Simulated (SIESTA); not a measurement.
**SIESTA run on Nb (Im-3m, 1 atom in the cell): self-consistent single point**

Computed with GGA PBE, numerical atomic orbitals DZP, PseudoDojo PBE standard norm-conserving potentials (rewritten from UPF to PSML) (SIESTA).

The input file:

```
# files in the folder: Nb.psml (PseudoDojo PBE standard)
SystemName  Nb
SystemLabel Nb

NumberOfAtoms                1
NumberOfSpecies              1
%block ChemicalSpeciesLabel
  1 41 Nb
%endblock ChemicalSpeciesLabel
LatticeConstant              1.0 Ang
%block LatticeVectors
    -1.658250000    1.658250000    1.658250000
     1.658250000   -1.658250000    1.658250000
     1.658250000    1.658250000   -1.658250000
%endblock LatticeVectors
AtomicCoordinatesFormat      Bohr
%block AtomicCoordinatesAndAtomicSpecies
     0.000000000    0.000000000    0.000000000  1
%endblock AtomicCoordinatesAndAtomicSpecies

XC.functional                GGA
XC.authors                   PBE
PAO.BasisSize                DZP
PAO.EnergyShift              0.01 Ry
MeshCutoff                   350 Ry
%block kgrid.MonkhorstPack
    8   0   0  0.0
    0   8   0  0.0
    0   0   8  0.0
%endblock kgrid.MonkhorstPack
OccupationFunction           FD
ElectronicTemperature        100.0 meV

MaxSCFIterations             150
SCF.Mixer.Method             Pulay
SCF.Mixer.Weight             0.25
SCF.Mixer.History            6
SCF.DM.Tolerance             1.0E-05
Diag.ParallelOverK           true
WriteForces                  true
Charge.Mulliken              end
```

Log, with long lists cut:

```
reinit: Reading from file input.fdf

reinit: System Name: Nb
reinit: System Label: Nb

coor:   Atomic-coordinates input format  =     Cartesian coordinates
coor:                                            (in Bohr units)

siesta: Atomic coordinates (Bohr) and species
siesta:      0.00000   0.00000   0.00000  1        1

siesta: System type = bulk

initatomlists: Number of atoms, orbitals, and projectors:      1    19    18

siesta: ******************** Simulation parameters ****************************
redata: Spin configuration                          = none
redata: Time-Reversal Symmetry                      = T
redata: Number of Atomic Species                    =        1
redata: Mesh Cutoff                                 =   350.0000 Ry
redata: Net charge of the system                    =     0.0000 |e|
redata: Min. number of SCF Iter                     =        0
redata: Max. number of SCF Iter                     =      150
redata: SCF convergence failure will abort job
redata: SCF mix quantity                            = Hamiltonian
redata: Mix DM or H after convergence               =   F
redata: Recompute H after scf cycle                 =   F
redata: Mix DM in first SCF step                    =   T
redata: No kicks to SCF
redata: DM Mixing Weight for Kicks                  =     0.5000
redata: Require Harris convergence for SCF          =   F
redata: Harris energy tolerance for SCF             =     0.000100 eV
redata: Require DM convergence for SCF              =   T
redata: DM tolerance for SCF                        =     0.000010
redata: Require EDM convergence for SCF             =   F
redata: EDM tolerance for SCF                       =     0.001000 eV
redata: Require H convergence for SCF               =   T
redata: Hamiltonian tolerance for SCF               =     0.001000 eV
redata: Require (free) Energy convergence for SCF   =   F
redata: (free) Energy tolerance for SCF             =     0.000100 eV
redata: Using DFT-D3 dispersion                     =   F
redata: Using Saved Data (generic)                  =   F
redata: Method of Calculation                       = Diagonalization
redata: Electronic Temperature                      =  1160.4518 K
redata: Number of TDED substeps                     =        3
redata: Dynamics option                             = Single-point calculation
redata: Save all siesta data in one NC              =   F
redata: ***********************************************************************

%block SCF.Mixers
  Pulay
%endblock SCF.Mixers

%block SCF.Mixer.Pulay
  # Mixing method
  method pulay
  variant stable

  # Mixing options
  weight 0.2500
  weight.linear 0.2500
  history 6
%endblock SCF.Mixer.Pulay

DM_history_depth set to one: no extrapolation allowed by default for geometry relaxation
Size of DM history Fstack: 1
Total number of electrons:    13.000000
Total ionic charge:    13.000000

* ProcessorY, Blocksize:    1  20

* Orbital distribution balance (max,min):    19    19

k-point displ. along   1 input, could be:     0.00    0.50
k-point displ. along   2 input, could be:     0.00    0.50
k-point displ. along   3 input, could be:     0.00    0.50
 Kpoints in:          320 . Kpoints trimmed:          296

siesta: k-grid: Number of k-points = 296
siesta: k-points from Monkhorst-Pack grid
siesta: k-cutoff (effective) =    11.489 Ang
siesta: k-point supercell and displacements
siesta: k-grid:     8     0     0      0.000
siesta: k-grid:     0     8     0      0.000
siesta: k-grid:     0     0     8      0.000

diag: Algorithm                                     = D&C
diag: Parallel over k                               =   F
diag: Use parallel 2D distribution                  =   F
diag: Parallel block-size                           = 20
diag: Parallel distribution                         =     1 x     1
diag: Used triangular part                          = Lower
diag: Absolute tolerance                            =  0.100E-15
diag: Orthogonalization factor                      =  0.100E-05
diag: Memory factor                                 =  1.0000

superc: Internal auxiliary supercell:     9 x     9 x     9  =     729
superc: Number of atoms, orbitals, and projectors:    729  13851  13122

                        Single-point calculation

superc: Internal auxiliary supercell:     9 x     9 x     9  =     729
superc: Number of atoms, orbitals, and projectors:    729  13851  13122

outcell: Unit cell vectors (Ang):
       -1.658250    1.658250    1.658250
        1.658250   -1.658250    1.658250
        1.658250    1.658250   -1.658250

outcell: Cell vector modules (Ang)   :    2.872173    2.872173    2.872173
outcell: Cell angles (23,13,12) (deg):    109.4712    109.4712    109.4712
outcell: Cell volume (Ang**3)        :     18.2394
new_DM -- step:     1
Initializing Density Matrix...

Attempting to read DM from file... Failed...
DM filled with atomic data:

InitMesh: MESH = 30 x 30 x 30 = 27000
InitMesh: Mesh cutoff (required, used) =   350.000   452.287 Ry

stepf: Fermi-Dirac step function

        iscf     Eharris(eV)        E_KS(eV)     FreeEng(eV)     dDmax    Ef(eV) dHmax(eV)
   scf:    1    -1688.557914    -1693.316097    -1693.347104  0.535288 -3.138258  5.640952
   scf:    2    -1694.370892    -1693.871540    -1693.905686  0.172828 -3.571289  3.358487
   scf:    3    -1694.329549    -1694.164958    -1694.210038  0.205465 -4.233160  0.055087
   scf:    4    -1694.166135    -1694.165705    -1694.210196  0.011009 -4.228770  0.082484
   scf:    5    -1694.165481    -1694.165619    -1694.210330  0.003377 -4.254473  0.001444
   scf:    6    -1694.165620    -1694.165619    -1694.210330  0.000014 -4.254554  0.001327
   scf:    7    -1694.165612    -1694.165616    -1694.210330  0.000056 -4.254937  0.000005
   scf:    8    -1694.165615    -1694.165616    -1694.210330  0.000001 -4.254937  0.000001

SCF Convergence by DM+H criterion
max |DM_out - DM_in|         :     0.0000007284
max |H_out - H_in|      (eV) :     0.0000011137
SCF cycle converged after 8 iterations

Using DM_out to compute the final energy and forces

siesta: E_KS(eV) =            -1694.1656

siesta: E_KS - E_eggbox =     -1694.1656

siesta: Atomic forces (eV/Ang):
     1   -0.000000   -0.000000    0.000000
   Tot   -0.000000   -0.000000    0.000000
   Max    0.000000
   Res    0.000000    sqrt( Sum f_i^2 / 3N )
   Max    0.000000    constrained

Stress tensor Voigt[x,y,z,yz,xz,xy] (kbar):       21.35       21.35       21.35        0.02        0.02        0.02
(Free)E + p*V (eV/cell)    -1694.4534
Target enthalpy (eV/cell)    -1694.2103

siesta: Program's energy decomposition (eV):
siesta: Ebs     =      -354.380353
siesta: Eions   =      2858.435060
siesta: Ena     =       786.153267
siesta: Ekin    =       491.719325
siesta: Enl     =       209.316367
siesta: Eso     =         0.000000
siesta: Edftu   =         0.000000
siesta: DEna    =        30.613183
siesta: DUscf   =         1.221875
siesta: DUext   =         0.000000
siesta: Ex      =      -329.881883
siesta: Ec      =       -24.872690
siesta: Exc     =      -354.754573
siesta: Eharris =     -1694.165615
siesta: Etot    =     -1694.165616
siesta: FreeEng =     -1694.210330

siesta: Stress tensor (static) (eV/Ang**3):
siesta:     0.013327    0.000012    0.000012
siesta:     0.000012    0.013327    0.000012
siesta:     0.000012    0.000012    0.013327

siesta: Cell volume =         18.239377 Ang**3

siesta: Pressure (static):
siesta:                Solid            Molecule  Units
siesta:          -0.00014515         -0.00014515  Ry/Bohr**3
siesta:          -0.01332734         -0.01332734  eV/Ang**3
siesta:         -21.35276056        -21.35276056  kBar

mulliken: Atomic and Orbital Populations:

Species: Nb
Atom  Qatom  Qorb
               4s      5s      5s      4py     4pz     4px     5py     5pz
               5px     4dxy    4dyz    4dz2    4dxz    4dx2-y2 4dxy    4dyz
               4dz2    4dxz    4dx2-y2
   1 13.000   1.813   0.369   0.295   1.913   1.913   1.913   0.283   0.283
              0.283   0.795   0.795   0.738   0.795   0.738   0.043   0.043

             -0.026   0.043  -0.026

mulliken: Qtot =       13.000

Mulliken Atomic Populations:
Atom #   charge [q] valence [e]  Species
     1     0.000000   13.000000  Nb
 Total     0.000000
```

The run converged in 8 iterations.

The starting cell has typed, rounded lattice constants, without a prior relaxation at this level. Its lattice was rescaled by up to half a per cent. Spin polarisation is off. Values carry the incompleteness of an atom-centred basis.
